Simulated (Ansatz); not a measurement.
# Hypothetical CsCl type SiGe, response to strain

The reference is SiGe in the CsCl type structure (space group Pm-3m, No. 221; a hypothetical phase, not in the database extracts checked; relaxed with 0.1 eV smearing).

```
SiGe
1.0
    3.24477     0.00000     0.00000
    0.00000     3.24477     0.00000
    0.00000     0.00000     3.24477
Ge Si
1 1
Direct
  0.00000   0.00000   0.00000
  0.50000   0.50000   0.50000
```

Cartesian axes are those of the cell as printed.

Strains are applied to the cell and any free atomic positions relax; under biaxial strain the out-of-plane vector relaxes too.

All numbers come from PBE (Ansatz, a program for electronic structure, PAW, no spin-orbit coupling).

Notes on the quantities. energy relative to the base: free energy F; pressure: mean of the normal stresses, compression positive.

```csv
change,shortest interatomic distance,energy relative to the base,pressure
base,2.810 Å,0 meV/atom,0.0 GPa
"biaxial strain +1.20 %, plane normal [110], relaxed out of plane",2.787 Å,+0.4 meV/atom,-0.3 GPa
"biaxial strain +1.31 %, plane normal [111], relaxed out of plane",2.765 Å,+1.1 meV/atom,-0.6 GPa
isotropic strain −1.71 %,2.762 Å,+11 meV/atom,4.3 GPa
isotropic strain −0.94 %,2.784 Å,+3.2 meV/atom,2.2 GPa
isotropic strain +1.79 %,2.860 Å,+11 meV/atom,-3.5 GPa
isotropic strain +3.40 %,2.906 Å,+36 meV/atom,-5.8 GPa
isotropic strain +5.61 %,2.968 Å,+91 meV/atom,-8.2 GPa
uniaxial strain ε_xx = +2.97 %,2.838 Å,+2.1 meV/atom,-2.0 GPa
tensor shear ε_xz = −3.76 %,2.740 Å,+5.0 meV/atom,0.5 GPa
```

Whether these cells are dynamically stable was not tested. The final runs are not spin-polarised.
